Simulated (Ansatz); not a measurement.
Start from MgS in the rock salt structure (space group Fm-3m, No. 225; a = 5.182 Å). Axes: x, y, z lie along the cube axes.

Method: DFT with PBEsol, PAW potentials and a 420 eV plane-wave cutoff in Ansatz (an electronic-structure program), no spin-orbit coupling.

One thing is altered: the cell is scaled by 1.0050 in all directions; the atoms relax in the strained cell.

### Question
Predict the stress tensor and what it implies for the stiffness.

### Answer
Stress of the strained cell less that of the base (GPa, compression positive):
```
  -1.13    0.00    0.00
   0.00   -1.13    0.00
   0.00    0.00   -1.13
```

Then B = −ΔP/(ΔV/V₀) with ΔV/V₀ = 0.0151 gives secant stiffness values (nonlinear terms included at this strain): B ≈ 75 GPa.

No phonon test of stability was made.
